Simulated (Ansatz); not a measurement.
Au on the 1x1 (101) surface of anatase TiO2 (cut with top plane O), one in a 2x1 cell, energies for each (39.6 Å²). Energies are against an atom of fcc Au, without zero-point or thermal terms; each row is named by its start (#2, #3: further inequivalent places of a kind). No converged result for: 4 more starts.

Host crystal: anatase TiO2, with a band gap (PBE, scalar-relativistic without spin-orbit coupling).

Computed with PBE (plane waves to 420 eV, PAW; Ansatz, a first-principles code).

Set-up: 37 atoms, 9.4 Å thick at the start under the adsorbate (thin: gaps and levels are the slab's own); mesh 3x4x1; 0.01 eV smearing; dipole correction on; 14 atoms held, the rest relaxed; each run with such symmetry as its start has; spin-polarised, no spin-orbit, no U, no dispersion correction.

A negative adsorption energy means that the adsorbate is more stable on the surface than in its reference. Starts that drift may end in the same place. Heights count from the host atoms within 0.3 Å of the top one. Moments of ungapped slabs depend on the mesh.

```tsv
starting site	E_ads (eV)	height (Å)	nearest host atom (Å)	bonded to	change of the vacuum step (eV)	lateral drift (Å)	moment (μB)
top O	2.79	2.18	O 2.17	O	0.35	0.0	1.0
top O #2	2.77	1.69	O 2.61	Ti	-0.28	1.1	1.0
over Ti at depth 0.9 Å	2.70	1.88	O 2.30	O + Ti	-0.07	0.3	1.0
```
